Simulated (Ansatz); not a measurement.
The starting structures come from a database of crystals and need not be the phases stable at ambient conditions.

## Evanescent states of TlF (P4/nmm, not sure to be the ambient phase, 4 atoms a cell, 22.1 Å³ an atom) along the normal of (100)

These are r2SCAN (plane waves, PAW; Ansatz, a first-principles code) values and carry that method's errors.

The gap is the functional's own, uncorrected, and κ follows it; spin-orbit coupling is left out. Mid-gap values are interpolated between the computed energies.

Energies count from the valence-band top; κ is the least over a 8×6 mesh across the current.

```tsv
E (eV)	κ (1/Å)	where
0.09	0.091	off Γ
0.26	0.148	off Γ
0.42	0.181	off Γ
0.59	0.203	off Γ
0.77	0.219	off Γ
0.94	0.230	off Γ
1.10	0.237	off Γ
1.27	0.241	off Γ
1.45	0.242	off Γ
1.61	0.240	off Γ
1.78	0.237	off Γ
1.96	0.231	off Γ
2.12	0.223	off Γ
2.29	0.212	off Γ
2.46	0.199	off Γ
2.63	0.182	off Γ
2.81	0.161	off Γ
2.98	0.134	off Γ
3.15	0.097	off Γ
3.31	0.004	off Γ
```

**Question.** How thick must the barrier be to attenuate the transmission by 10^8 when the electrodes' Fermi level lies at 0.42 eV, and what attenuation does that film give at 3.15 eV?

**Answer.** d = 8 ln 10 / (2 × 0.181) = 50.9 Å. At 3.15 eV it gives 8 × 0.097/0.181 = 4.3 decades.
